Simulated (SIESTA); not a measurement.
A self-consistent single point of a (001) slab of Au (cut from a parent of space group no. 225; 4 atoms in the cell) with SIESTA.

Method: GGA PBEsol, numerical atomic orbitals DZP, PseudoDojo PBEsol standard norm-conserving potentials (rewritten from UPF to PSML) run with SIESTA.

```yaml
crystal:
  lattice:
    - [2.87634, 0.00000, 0.00000]
    - [-2.87634, 2.87634, 0.00000]
    - [0.00000, 0.00000, 20.10160]
  atoms:
    - { symbol: Au, position: [0.00000, 0.00000, 0.44941] }
    - { symbol: Au, position: [0.00000, 0.50000, 0.34823] }
    - { symbol: Au, position: [0.00000, 0.00000, 0.65177] }
    - { symbol: Au, position: [0.00000, 0.50000, 0.55059] }
```

Reference input (self-consistent single point, DFT, GGA PBEsol, numerical atomic orbitals DZP, PseudoDojo PBEsol standard norm-conserving potentials (rewritten from UPF to PSML)): XC.functional = GGA; XC.authors = PBEsol; potentials = PseudoDojo PBEsol standard; PAO.BasisSize = DZP; PAO.EnergyShift = 0.01 Ry; MeshCutoff = 350 Ry; kgrid.MonkhorstPack = 7 7 1; OccupationFunction = FD; ElectronicTemperature = 1160.45 K; MaxSCFIterations = 150; SCF.Mixer.Method = Pulay; SCF.Mixer.Weight = 0.25. This run's input differs from it in these lines:

```diff
@@ -29,4 +29,4 @@
 %block kgrid.MonkhorstPack
-    7   0   0  0.0
-    0   7   0  0.0
+   30   0   0  0.0
+    0  30   0  0.0
     0   0   1  0.0
```

Output (repeated stretches shortened):

```
        iscf     Eharris(eV)        E_KS(eV)     FreeEng(eV)     dDmax    Ef(eV) dHmax(eV)
   scf:    1   -15971.830214   -16015.435749   -16015.503535  2.045147  0.125419 31.293284
   scf:    2   -15986.927724   -16022.261532   -16022.315195  1.154673 -3.326122 21.668634
   scf:    3   -16033.417108   -16037.809617   -16037.851815  0.984085 -2.452913  8.890886
   scf:    4   -16040.127794   -16039.373890   -16039.413281  0.197473 -2.970400  1.439674
   scf:    5   -16039.471909   -16039.444669   -16039.483400  0.052886 -3.071128  0.392770
   [... 3 lines left out ...]
   scf:    9   -16039.447576   -16039.447555   -16039.486429  0.000501 -3.130358  0.017671
   scf:   10   -16039.447552   -16039.447555   -16039.486433  0.000153 -3.133567  0.004662
   scf:   11   -16039.447550   -16039.447552   -16039.486433  0.000068 -3.135159  0.001751
   scf:   12   -16039.447554   -16039.447553   -16039.486433  0.000050 -3.135519  0.000860
SCF Convergence by DM+H criterion
max |DM_out - DM_in|         :     0.0000501792
max |H_out - H_in|      (eV) :     0.0008599064
SCF cycle converged after 12 iterations

Using DM_out to compute the final energy and forces

siesta: E_KS(eV) =           -16039.4476

siesta: E_KS - E_eggbox =    -16039.4476

siesta: Atomic forces (eV/Ang):
     1   -0.000000   -0.000000   -0.165980
     2   -0.000000   -0.000000    0.216488
     3    0.000000    0.000000   -0.217050
     4   -0.000000   -0.000000    0.166615
   Tot   -0.000000   -0.000000    0.000073
   Max    0.217050
   Res    0.111538    sqrt( Sum f_i^2 / 3N )
   Max    0.217050    constrained

Stress tensor Voigt[x,y,z,yz,xz,xy] (kbar):       38.12       37.99        9.53        0.00       -0.00       -0.01
(Free)E + p*V (eV/cell)   -16042.4494
   [... lines left out ...]
siesta: FreeEng =    -16039.486433
siesta: Cell volume =        166.307314 Ang**3
siesta:         -28.54447874        -25.38328016  kBar
   [... lines left out ...]

              0.156   0.158   0.160

mulliken: Qtot =       76.000

Mulliken Atomic Populations:
Atom #   charge [q] valence [e]  Species
     1    -0.028435   19.028435  Au
     2     0.028412   18.971588  Au
     3     0.028425   18.971575  Au
     4    -0.028402   19.028402  Au
 Total    -0.000000

siesta: Electric dipole (a.u.)  =    0.000000   -0.000000    0.000178
siesta: Electric dipole (Debye) =    0.000000   -0.000000    0.000454
```

The run converged in 12 iterations. Against the reference run the free energy goes up by 7.4 meV/atom and the largest force goes from 0.311 to 0.217 eV/Å.

The starting cell has typed, rounded lattice constants, without a prior relaxation at this level. The slab is cut from that crystal, and its faces are unrelaxed. Its lattice was rescaled by up to half a per cent. Values carry the incompleteness of an atom-centred basis.

Cost on one core of a shared machine: roughly 80 s.
